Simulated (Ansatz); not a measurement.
Take SrTiO3 in the cubic perovskite structure (space group Pm-3m, No. 221; a = 3.854 Å) as the base. Axes: x, y, z lie along the cube axes.

Method: Ansatz (a first-principles code) LDA, no spin-orbit coupling.

Base values:

```
Property                         Value
-----------------------------  -------
Shortest interatomic distance  1.927 Å
Smallest direct gap            2.17 eV
```

It is then changed as follows: tensile biaxial strain of 0.60 % in the plane normal to [001], as in epitaxy on a mismatched substrate; the out-of-plane cell vector and the atoms relax.

What happens to the shortest interatomic distance?

The shortest interatomic distance drops by 0.0066 Å (1.927 Å → 1.921 Å).

Predict the new smallest direct gap.

The smallest direct gap shrinks by 0.028 eV, from 2.17 eV to 2.15 eV.

What happens to the out-of-plane strain?

The out-of-plane strain comes out as -0.34 %.

Whether these cells are dynamically stable was not tested. The final runs are not spin-polarised. Many cubic perovskites are stable only at high temperature; tilts and polar distortions were not tested.
